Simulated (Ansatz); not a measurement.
CO on the 1x1 (111) surface of fcc Ir, one in a 1x1 cell, energies for each (6.5 Å²). Energies are against CO(g), without zero-point or thermal terms; each row is named by its start.

Level of theory: PBE (plane waves to 420 eV, PAW; Ansatz, a first-principles code).

Question: Which site binds most strongly?
A. bridge Ir-Ir (span 2.7 Å)
B. hollow Ir-Ir-Ir over Ir at depth 2.2 Å
C. top Ir
D. hollow Ir-Ir-Ir over Ir at depth 4.4 Å

Answer: C, top Ir. Adsorption energies: top Ir -1.21 eV; bridge Ir-Ir (span 2.7 Å) -0.92 eV; hollow Ir-Ir-Ir over Ir at depth 4.4 Å -0.86 eV; hollow Ir-Ir-Ir over Ir at depth 2.2 Å -0.86 eV.
